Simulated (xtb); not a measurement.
xtb 6.7.1, GFN1-xTB: Fe(Br)(NMe2) (C[N](C)[Fe][Br]), charge 0, multiplicity 5, 11 atoms. The geometry is a generated start, not checked to be a minimum at this level.

- method: GFN1-xTB
- --acc: 1 (default)
- --etemp (K): 300 (default)
- detailed input (--input): none: ANC optimiser, Lindh (1995) Hessian, microcycle=20, maxdispl=1.0, hlow=0.01 (default)
- basis functions: 44
- valence electrons: 34

```xyz
11

Fe    -0.0087     1.6979    -1.3787
Br    -1.3522     3.3501    -0.8363
N     -0.0131     0.1747    -0.1585
C     -0.6918    -0.2437     1.0351
C      0.9693    -0.7832    -0.5911
H     -1.2049    -1.2040     0.8817
H      0.0169    -0.3764     1.8655
H     -1.4279     0.5077     1.3171
H      1.7091    -0.9807     0.1960
H      0.5059    -1.7429    -0.8563
H      1.4976    -0.3995    -1.4745
```

Charge 0 and multiplicity 5 are set for this test and not shown to be the ground state. GFN-xTB has no spin term: --uhf 4 sets the occupations alone.

The structure is relaxed from this start with --opt LEVEL for the levels crude, sloppy, loose, lax, normal, tight, vtight, extreme, once each. Up to the end of the extreme run atoms move by at most 0.81 Å along an axis.

Q: Which level is enough to come within 1 meV of the tightest end point?

A: loose: 13 cycles against 22, ending 0.26 meV above.

| level | cycles | energy above the extreme run (meV) | gradient norm (eV/Å) |
|---|---|---|---|
| crude | 6 | 20 | 0.24 |
| sloppy | 12 | 1.3 | 0.12 |
| loose | 13 | 0.26 | 0.037 |
| lax | 14 | 0.24 | 0.061 |
| normal | 16 | 0.049 | 0.012 |
| tight | 16 | 0.049 | 0.012 |
| vtight | 20 | under 0.01 | 0.0019 |
| extreme | 22 | — | 0.0013 |
